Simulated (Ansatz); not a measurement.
# wurtzite AlN: the defect N vacancy

The numbers are results of PBE, PAW (plane waves to 420 eV; Ansatz, a program for electronic structure), not measurements. The supercell holds 192 host sites (4×2×3 repeats of a cell of 8 atoms), with a 2×2×1 shifted k-point sampling for the final energies. Site at the start: the N site. Finite-size correction: monopole term and site-potential alignment. Dielectric constants: PBE linear response of the host. Host gap at this level: 4.03 eV. These values are not converged in cell size to better than tenths of an eV. Levels are measured in PBE's own, too narrow, gap. Spin–orbit coupling is left out. Each state is the lowest found from its start.

Formation energies E_f are given with the Fermi level at the valence-band maximum. Chemical conditions: Al-rich (Δμ(N) = -2.74 eV; only phases computed here count, gases as isolated molecules at 0 K); N-rich (Δμ(N) = 0.00 eV; only phases computed here count, gases as isolated molecules at 0 K). Reference phases: N: N2 molecule in a box.

Charges with a result: +3, +2, +1, 0, −1. Others weren't obtained, and one of them could lie lower, also by skipping a charge.

| charge | moment (μB) | largest move off a lattice site (Å) | image correction with alignment (eV) | E_f, Al-rich (eV) | E_f, N-rich (eV) |
|---|---|---|---|---|---|
| +3 | not spin-polarised | 0.72 | 1.37 | -0.58 | 2.16 |
| +2 | 1.0 | 0.48 | 0.59 | -0.46 | 2.27 |
| +1 | not spin-polarised | 0.10 | 0.14 | -0.27 | 2.46 |
| 0 | 1.0 | 0.11 | 0.00 | 3.01 | 5.75 |
| −1† | not spin-polarised | 0.22 | 0.20 | – | – |

† Not settled in this cell, so no level is given: charge −1: no spin-polarised start tried.

Transition levels above the valence-band maximum: ε(+3/+2) = 0.12 eV; ε(+2/+1) = 0.19 eV; ε(+1/0) = 3.28 eV. With a charge missing or unsettled, these needn't be thermodynamic levels.

Flagged in the runs: a host whose relaxation on this sampling wasn't shown to rest.

All states together cost very roughly 80 core-minutes.
